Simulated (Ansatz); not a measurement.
Take SnO in the litharge type structure (space group P4/nmm, No. 129; layered, stacked along the Cartesian z axis) as the base.

```yaml
crystal:
  lattice:
    - [3.79339, 0.00000, 0.00000]
    - [0.00000, 3.79339, 0.00000]
    - [0.00000, 0.00000, 4.76431]
  atoms:
    - { symbol: Sn, position: [0.50000, 0.00000, 0.24059] }
    - { symbol: Sn, position: [0.00000, 0.50000, 0.75941] }
    - { symbol: O, position: [0.00000, 0.00000, 0.00000] }
    - { symbol: O, position: [0.50000, 0.50000, 0.00000] }
```

Cartesian axes are those of the cell as printed.

The values are results of r2SCAN+rVV10 (Ansatz, a first-principles code, PAW, no spin-orbit coupling), not measurements.

For the base:

- Pressure: 0.0 GPa
- Volume per atom: 17.14 Å³

It is then changed as follows: tensile biaxial strain of 1.07 % in the plane normal to [001], as in epitaxy on a mismatched substrate; the out-of-plane cell vector and the atoms relax.

### Question
Predict the new pressure and volume per atom.

### Answer
The pressure (mean of the normal stresses, compression positive) goes from zero to -1.3 GPa; the volume per atom increases by 0.24 Å³ (17.14 Å³ → 17.38 Å³).

Whether these cells are dynamically stable was not tested. All final runs are without spin polarisation.
